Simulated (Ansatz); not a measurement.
The parent structure is Al in the fcc (Cu type) structure (space group Fm-3m, No. 225; relaxed with 0.1 eV smearing).

```yaml
crystal:
  lattice:
    - [0.00000, 1.99618, 1.99618]
    - [1.99618, 0.00000, 1.99618]
    - [1.99618, 1.99618, 0.00000]
  atoms:
    - { symbol: Al, position: [0.00000, 0.00000, 0.00000] }
```

Cartesian axes are those of the cell as printed.

Level of theory: plane-wave PAW DFT at the r2SCAN level (Ansatz, a first-principles code, 500 eV), no spin-orbit coupling, earlier PAW set.

Strains are applied to the cell and any free atomic positions relax; under biaxial strain the out-of-plane vector relaxes too; under stress the whole cell relaxes.

One change was made to it. Results:

The energy goes up by 1.9 meV/atom; the shortest interatomic distance shrinks by 0.018 Å to 2.805 Å.

Question: Name the change that was made.
A) uniaxial stress, 2 GPa compression along x
B) uniaxial strain ε_yy = +0.31 %
C) biaxial strain +0.32 %, plane normal [001], relaxed out of plane

Answer: A, uniaxial stress, 2 GPa compression along x. For comparison, the energy relative to the base in the other runs: uniaxial strain ε_yy = +0.31 % gives +0.1 meV/atom; biaxial strain +0.32 %, plane normal [001], relaxed out of plane gives +0.1 meV/atom.

Beyond what the load breaks, stability against distortions was not tested.
